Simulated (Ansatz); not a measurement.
The parent structure is Al in the fcc (Cu type) structure (space group Fm-3m, No. 225; a = 3.994 Å; relaxed with 0.1 eV smearing). Axes: x, y, z lie along the cube axes.

Level of theory: DFT with r2SCAN, PAW potentials and a 500 eV plane-wave cutoff in Ansatz (a program for electronic structure), no spin-orbit coupling.

It is then changed as follows: the cell is stretched by 3.91 % along z with no lateral relaxation; the atoms relax in the strained cell.

Task: Predict the stress tensor and what it implies for the stiffness.

Result: Stress of the strained cell less that of the base (GPa, compression positive):
```
   -2.4     0.0     0.0
    0.0    -2.4     0.0
    0.0     0.0    -4.6
```

Then −Δσ_ii/ε with ε = 0.0391 gives secant stiffness values (nonlinear terms included at this strain): C33 ≈ 118 GPa, C13 ≈ 61 GPa and C23 ≈ 61 GPa.

As a check, the harmonic strain energy −½ V₀ Δσ:ε is 9.0 meV/atom; the computed energy rise is 9.3 meV/atom.

Stability against distortions was not tested.
